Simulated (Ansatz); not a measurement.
Take GaAs in the zinc blende structure (space group F-43m, No. 216; a = 5.6656 Å) as the base.

Modification: cell and atoms relaxed at a pressure of 30 GPa.

Levels (all Ansatz, a first-principles code, PAW, earlier PAW set): r2SCAN (500 eV, no spin-orbit coupling); HSE06 (420 eV, no spin-orbit coupling); HSE06+SOC (420 eV, noncollinear with spin-orbit coupling).

At the geometry relaxed with r2SCAN, these levels gave the following band gaps, in shuffled order: (a) 1.38 eV, (b) 1.23 eV, (c) 1.51 eV.

Question: Match each gap to its level.

Answer: (a) HSE06+SOC; (b) r2SCAN; (c) HSE06.

Single points use the geometry relaxed with r2SCAN. The hybrid gap comes from the SCF mesh plus the semilocal run's edge points and a few special points and is an upper bound. Differences between runs with and without spin-orbit coupling are approximate. Load acts through the strain it causes; cell and atoms are relaxed under it. Stability against distortions was not tested. Measured, GaAs leaves this structure (for a Cmcm phase) near 15 GPa (room temperature; as listed in arXiv:1906.07825).
